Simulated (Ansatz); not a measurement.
The starting structures come from a database of crystals and need not be the phases stable at ambient conditions.

By PBEsol, the system below comes out a metal.

Input:

```
Ge
1.0
    2.79483     0.00000     0.00000
   -1.39742     3.64088     0.00000
    1.39742     0.00000     3.75011
Ge
2
Direct
  0.25000   0.50000   0.50000
  0.50000   0.00000   0.00000
```

Space group of this cell: Fddd. The cell is strained (lengths along the current scaled by 1.03, ions clamped); by PBEsol its mean pressure is -2.8 GPa.

The current flows along the normal of the first two printed cell vectors. No spin-orbit coupling; the value is a mean over 0.1 eV about the Fermi level.

**Question.** Compute, with PBEsol run with Ansatz (a first-principles code), the ballistic conductance per area.

**Answer.** 1.2 × 10¹⁵ S/m² for both spins.
